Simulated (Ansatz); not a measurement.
Take ZnO in the wurtzite structure (space group P6_3mc, No. 186; a = 3.2795 Å, c = 5.2937 Å) as the base. Axes: x lies along a and z along c of the hexagonal cell.

Computed with PBE (Ansatz, an electronic-structure program), spin-orbit coupling left out.

Perturbation: an isotropic linear strain of +0.60 %; the atoms relax in the strained cell.

Question: Predict the stress tensor and what it implies for the stiffness.

Answer: Stress of the strained cell less that of the base (GPa, compression positive):
```
  -2.23    0.00    0.00
   0.00   -2.23    0.00
   0.00    0.00   -2.21
```

Then B = −ΔP/(ΔV/V₀) with ΔV/V₀ = 0.0181 gives secant stiffness values (nonlinear terms included at this strain): B (at held cell shape, above the free-shape value) ≈ 123 GPa.

Whether these cells are dynamically stable was not tested.
